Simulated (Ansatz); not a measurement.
Re: energy against strain

Re (hcp, P6_3/mmc, 14.560 Å³/atom at rest, c along z) under an equal strain ε in the (0001) plane with the normal axis free, as in a coherent film. PBEsol in Ansatz, a plane-wave DFT program (PAW, default set), 420 eV, 24×24×13 Γ-centred mesh, Fermi-Dirac smearing 0.10 eV; ions are relaxed within the symmetry of each cell.

Here s stands for strain and y for E less E0.

| strain (%) | E less E0 (meV/atom) |
|---|---|
| -1.50 | 16.00 |
| -1.00 | 6.72 |
| -0.50 | 1.46 |
| 0.00 | 0.00 |
| 0.50 | 2.08 |
| 1.00 | 7.46 |
| 1.50 | 15.90 |
| 3.00 | ? |

Task: Using a parabola, estimate the missing y at s = 3.00 from the other rows, showing the fit.

Result: Least squares gives y = -0.001 + 0.1286·s + 7.0895·s². Residuals (row less fit): 0.243, -0.240, -0.247, 0.001, 0.244, 0.243, -0.243; standard error 0.298 (degrees of freedom: 4). Twice the quadratic coefficient over the volume, 2 × 7.0895 meV × 10⁴ × 0.1602 / 14.560 Å³, is twice the biaxial elastic modulus of this plane = 1560 ± 29 GPa. At the withheld row, y = -0.001 + 0.1286 × 3.0 + 7.0895 × 3.0² = 64.190 meV/atom. The calculation gives 57.78 meV/atom, 6.410 meV/atom below the prediction (11.1 % of the range of y in the table). The row lies outside the fitted rows, so this is an extrapolation. From the scatter of the fitted rows alone, a prediction at this place has a standard error of 1.140 meV/atom, so the miss is 5.6 times that.

One order more, fitted to all 13 runs of the series, follows each within 0.06, so the miss is the next term of a smooth law. In a metal these values are sensitive to mesh and smearing; energies are taken to zero smearing, stresses follow the free energy. Rows are the converged runs of the series near zero and its far end; series whose fitted rows scatter by over a few per cent of the range, as at a crossing or softening among them, aren't shown in this form. Most that stay on the fit to the last digits aren't either.
